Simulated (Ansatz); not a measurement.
Base system: CsCaH$_{3}$ in the cubic perovskite structure (space group Pm-3m, No. 221; a = 4.541 Å; a cell from a computed database, its experimental status unchecked). Axes: x, y, z lie along the cube axes.

Now apply this change: the cell is compressed by 3.79 % along y with no lateral relaxation; the atoms relax in the strained cell.

Levels (all Ansatz, a quantum-chemistry and plane-wave program, PAW): PBEsol (420 eV, no spin-orbit coupling); r2SCAN (500 eV, without spin-orbit coupling); HSE06 (420 eV, without spin-orbit coupling).

One geometry, relaxed with PBEsol, under each level:

```csv
level,band gap,lowest conduction level above the VBM at special points,pressure
PBEsol,2.78 eV,R 2.78 eV; M 2.84 eV; X 4.62 eV; A 4.63 eV,11.0 kbar
r2SCAN,3.50 eV,R 3.50 eV; M 3.57 eV; X 5.28 eV; A 5.33 eV,23.5 kbar
HSE06,(withheld),(withheld),–
```

Problem. Give the withheld HSE06 results.

Solution. 
- HSE06, band gap: 4.16 eV
- HSE06, lowest conduction level above the VBM at special points: R 4.16 eV; M 4.22 eV; X 5.93 eV; Γ 7.19 eV

Single points use the geometry relaxed with PBEsol. Their cutoffs differ, which shifts pressures a little. The hybrid gap comes from the SCF mesh plus the semilocal run's edge points and a few special points and is an upper bound. Stability against distortions was not tested. Many cubic perovskites are stable only at high temperature; tilts and polar distortions were not tested. k-point labels follow each cell's own Brillouin zone.
